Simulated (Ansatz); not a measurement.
# Response to strain in Sb

The reference is Sb (space group R-3m, No. 166; a = 4.326 Å, c = 11.339 Å (hexagonal axes); layered; relaxed with 0.1 eV smearing). Axes: x lies along a and z along c of the hexagonal cell.

Strains are applied to the cell and any free atomic positions relax; under biaxial strain the out-of-plane vector relaxes too; under stress the whole cell relaxes.

Calculations: r2SCAN+rVV10 in Ansatz (plane waves to 500 eV, PAW, without spin-orbit coupling).

Notes on the quantities. pressure: mean of the normal stresses, compression positive; energy relative to the base: free energy F.

```tsv
change	pressure	energy relative to the base	shortest interatomic distance
base	0.0 GPa	0 meV/atom	2.920 Å
biaxial strain +0.50 %, plane normal [001], relaxed out of plane	-0.3 GPa	+0.5 meV/atom	2.927 Å
isotropic strain −4.36 %	7.4 GPa	+79 meV/atom	2.882 Å
isotropic strain −1.20 %	1.6 GPa	+5.4 meV/atom	2.906 Å
uniaxial strain ε_xx = −4.17 %	2.2 GPa	+17 meV/atom	2.885 Å
uniaxial strain ε_xx = −1.72 %	0.9 GPa	+2.8 meV/atom	2.904 Å
uniaxial strain ε_xx = +2.13 %	-1.0 GPa	+4.1 meV/atom	2.920 Å
uniaxial strain ε_yy = +2.50 %	-1.2 GPa	+5.6 meV/atom	2.928 Å
tensor shear ε_xy = −0.88 %	0.0 GPa	+1.0 meV/atom	2.910 Å
uniaxial stress, 0.5 GPa compression along z	–	+0.7 meV/atom	2.924 Å
```

Stability under load was not tested beyond the relaxation.

Ansatz is a first-principles code.
